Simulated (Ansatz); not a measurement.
The reference is GaAs in the zinc blende structure (space group F-43m, No. 216; a = 5.603 Å). Axes: x, y, z lie along the cube axes.

Level of theory: Ansatz (an electronic-structure program), LDA, PAW, cutoff 420 eV, without spin-orbit coupling.

Now apply this change: the cell is scaled by 1.0050 in all directions, atoms relaxed at fixed cell.

Predict the stress tensor and what it implies for the stiffness.

Stress of the strained cell less that of the base (GPa, compression positive):
```
  -1.07    0.00    0.00
   0.00   -1.07    0.00
   0.00    0.00   -1.07
```

Then B = −ΔP/(ΔV/V₀) with ΔV/V₀ = 0.0151 gives secant stiffness values (nonlinear terms included at this strain): B ≈ 71 GPa.

No phonon test of stability was made.
